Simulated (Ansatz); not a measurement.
**What isotropic strain +3.00 % does to MoTe2**

The parent structure is MoTe₂ (space group P6_3/mmc, No. 194; a = 3.434 Å, c = 13.329 Å; layered, stacked along the Cartesian z axis).

Now apply this change: every lattice vector is stretched by 3.00 %, atoms relaxed at fixed cell.

Calculations: Kohn–Sham DFT with the PBEsol-D3(BJ) functional, run in Ansatz (a program for electronic structure) with PAW and 420 eV plane waves, spin-orbit coupling left out. Γ-centred 11×11×3 mesh, Fermi–Dirac width 0.05 eV.

```tsv
quantity	base	changed	shift
volume per atom	22.69 Å³	24.79 Å³	+2.10 Å³
space group	P6_3/mmc (No. 194)	P6_3/mmc (No. 194)	–
shortest interatomic distance	2.688 Å	2.714 Å	+0.026 Å
energy relative to the base (free energy F)	0 meV/atom	+32 meV/atom	+32 meV/atom
band gap	0.33 eV	0.58 eV	+0.25 eV
gap character	indirect, K–Γ (81 % along) → K–Γ (44 % along)	indirect, Γ → K–Γ (40 % along)	–
width of the top valence band	1.19 eV	1.13 eV	-0.06 eV
valence-band top at Γ (three highest levels, from the VBM)	–	0.00, -0.18, -1.12 eV	–
largest internal atomic displacement	–	0.082 Å	–
```

Final structure:

```
CELL_PARAMETERS angstrom
      3.53704     0.00000     0.00000
     -1.76852     3.06317     0.00000
      0.00000     0.00000    13.72929
ATOMIC_POSITIONS crystal
  Te 0.66667 0.33333 0.38023
  Te 0.33333 0.66667 0.88023
  Te 0.33333 0.66667 0.61977
  Te 0.66667 0.33333 0.11977
  Mo 0.66667 0.33333 0.75000
  Mo 0.33333 0.66667 0.25000
```

With Te present, leaving out spin-orbit coupling can change the band edges. Stability against distortions was not tested.
